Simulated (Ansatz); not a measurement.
For Na (model structure, started from the simple cubic type, Pm-3m, No. 221, 1 atoms in the cell), LDA (Ansatz, a quantum-chemistry and plane-wave program, plane waves, PAW) gives:

```
Quantity                    Value
-------------------  ------------
lattice parameter a       3.294 Å
cohesive energy      1.12 eV/atom
```

Problem. What does r²SCAN+rVV10 in Ansatz (PAW) give for the same quantities?

Solution. 
- lattice constant a: 3.402 Å (rises by 3.3 %)
- cohesive energy: 1.01 eV/atom (shrinks by 0.11 eV/atom)

Changes are worked out from the printed values.

Unless a cell is named, each level is at its own relaxed cell (LDA 35.75, r²SCAN+rVV10 39.37 Å³/atom).

Ansatz's density-functional and Hartree–Fock values are scalar-relativistic unless marked +SOC, with PAW data made under PBE.

A model structure was made by putting elements into a prototype or built by hand; it is no filed structure, need not be a known phase, and can be a saddle point held by its symmetry.
